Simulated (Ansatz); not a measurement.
## WRu3 (model structure, started from the Cu3Au type, Pm-3m, No. 221, 4 atoms in the cell): lattice constant a by level of theory

No measured value is used here.

```csv
level (code),value (Å)
LDA (Ansatz),3.795
PBEsol (Ansatz),3.817
r²SCAN (Ansatz),3.833
```

Density-functional levels without +SOC have no spin–orbit coupling. LDA, PBEsol, r²SCAN: the run has no spin polarisation, so it can have missed a magnetic state. Cutoffs differ between the levels. Ansatz's density-functional and Hartree–Fock values are scalar-relativistic unless marked +SOC, with PAW data made under PBE.

A model structure was made by putting elements into a prototype or built by hand; it is no filed structure, need not be a known phase, and can be a saddle point held by its symmetry.

Ansatz is a quantum-chemistry and plane-wave program.
